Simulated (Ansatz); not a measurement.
## Al, response to strain

Take Al in the fcc (Cu type) structure (space group Fm-3m, No. 225; a = 3.984 Å; relaxed with 0.1 eV smearing) as the base. Axes: x, y, z lie along the cube axes.

Strains are applied to the cell and any free atomic positions relax; under biaxial strain the out-of-plane vector relaxes too.

Computed with DFT with LDA, PAW potentials and a 420 eV plane-wave cutoff in Ansatz (a quantum-chemistry and plane-wave program), spin-orbit coupling left out.

Notes on the quantities. energy relative to the base: free energy F.

| biaxial strain, plane normal [001], relaxed out of plane (%) | energy relative to the base (meV/atom) |
|---|---|
| -3 | 11.4 |
| -2.5 | 7.6 |
| -2 | 4.6 |
| -1.5 | 2.5 |
| -1 | 1.1 |
| -0.5 | ? |
| 0 | 0.0 |

Problem. Fit ΔE = Aε² + Bε³ (ε in %) to the rows shown and predict the withheld row.

Solution. Least squares on the printed values gives A = 0.948 and B = -0.11 meV/atom (largest residual 0.0 meV/atom); this predicts 0.3 meV/atom, and the run gives 0.3 meV/atom, in agreement.

No phonon test of stability was made.
